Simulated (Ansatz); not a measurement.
# Effect of tensor shear ε_xz = +1.71 % on WSi2

Base system: WSi₂ (space group I4/mmm, No. 139; a = 3.202 Å, c = 7.818 Å; relaxed with 0.1 eV smearing). Axes: x, y, z lie along a, b, c of the conventional cell.

It is then changed as follows: a pure shear with ε_xz = ε_zx = 0.0171, atoms relaxed at fixed cell.

Computed with plane-wave PAW DFT at the PBEsol level (Ansatz, a first-principles code, 420 eV), without spin-orbit coupling. k-mesh 25×25×25 (Γ-centred); smearing 0.1 eV (Fermi–Dirac).

- Volume per atom = 13.36 Å³ (base 13.36 Å³)
- Space group = C2/m (No. 12) (base I4/mmm (No. 139))
- Energy relative to the base (free energy F) = +10 meV/atom
- Pressure (mean of the normal stresses, compression positive) = 0.3 GPa (base 0.0 GPa)
- Band gap = zero (base zero)
- Stress (xx, yy, zz, yz, xz, xy; compression positive) = (0.3, 0.3, 0.3, 0.0, -7.1, 0.0) GPa

Final structure:

```
CELL_PARAMETERS angstrom
     -1.53434     1.60119     3.88147
      1.66803    -1.60119     3.93623
      1.53434     1.60119    -3.88147
ATOMIC_POSITIONS crystal
  Si 0.66555 0.66418 0.99863
  Si 0.33445 0.33582 0.00137
  W  0.00000 0.00000 0.00000
```

The cells carry an imposed strain or load. Whether these cells are dynamically stable was not tested. The final runs are not spin-polarised.
